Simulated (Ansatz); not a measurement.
A calculation on Al2Cu (I4/mcm, No. 140, 6 atoms in the cell; start mp-998) returned lattice constant a 6.058 Å, lattice parameter c 4.877 Å, equilibrium volume per atom 14.91 Å³/atom.

Q: Which level of theory produced these numbers?
(A) LDA (Ansatz, a quantum-chemistry and plane-wave program)
(B) PBE (Ansatz)
(C) PBEsol (Ansatz)
(D) r²SCAN (Ansatz)

A: B, PBE (Ansatz)

The others give: LDA 5.940 Å, 4.776 Å, 14.04 Å³/atom; PBEsol 5.999 Å, 4.820 Å, 14.46 Å³/atom; r²SCAN 5.998 Å, 4.804 Å, 14.40 Å³/atom.

Unless a cell is named, each level is at its own relaxed cell (LDA 14.04, PBE 14.91, PBEsol 14.46, r²SCAN 14.40 Å³/atom).

Caveats: the relaxation could not lower the start's symmetry, so the cell can be a saddle point above a distorted one (LDA, PBEsol, r²SCAN, PBE). Ansatz's density-functional and Hartree–Fock values are scalar-relativistic unless marked +SOC, with PAW data made under PBE.

A start named mp-… is a Materials Project structure, which need not be a measured phase.
